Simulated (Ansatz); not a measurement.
The parent structure is Ge in the diamond structure (space group Fd-3m, No. 227; a = 5.676 Å). Axes: x, y, z lie along the cube axes.

The values are results of Ansatz (a quantum-chemistry and plane-wave program), PBEsol, PAW, cutoff 420 eV, scalar-relativistic without spin-orbit coupling, earlier PAW set, not measurements.

Before the change:

| Quantity | Result |
|---|---|
| Pressure | 0.0 GPa |
| Band gap | zero |

One thing is altered: uniaxial strain ε_xx = +1.88 %, all other strain components held at zero, atoms relaxed at fixed cell.

Q: Predict the new energy relative to the base, pressure and band gap.

A: The energy increases by 2.8 meV/atom; the pressure (mean of the normal stresses, compression positive) goes from zero to -1.2 GPa; the band gap is still zero.

Whether these cells are dynamically stable was not tested. A zero or small gap of Ge can be the functional's error rather than a property of the material.
